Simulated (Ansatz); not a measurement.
The reference is CdS in the zinc blende structure (space group F-43m, No. 216).

```
CELL_PARAMETERS angstrom
      0.00000     2.87831     2.87831
      2.87831     0.00000     2.87831
      2.87831     2.87831     0.00000
ATOMIC_POSITIONS crystal
  Cd 0.00000 0.00000 0.00000
  S  0.25000 0.25000 0.25000
```

Computed with Kohn–Sham DFT with the LDA functional, run in Ansatz (an electronic-structure program) with PAW and 420 eV plane waves, no spin-orbit coupling.

Before the change:

The band gap is 0.95 eV, the width of the top valence band is 2.38 eV and the electron mass comes out as 0.10 mₑ (at Γ).

Perturbation: every lattice vector is stretched by 2.50 %, atoms relaxed at fixed cell.

Task: What happens to the band gap, width of the top valence band and electron mass?

Result: The band gap decreases by 0.16 eV to 0.79 eV; the width of the top valence band falls by 0.26 eV (2.38 eV → 2.12 eV); the electron mass changes from 0.10 mₑ (at Γ) to 0.092 mₑ (at Γ).

The cells carry an imposed strain or load. Effective masses come from finite differences of ±0.01 Å⁻¹. Whether these cells are dynamically stable was not tested.
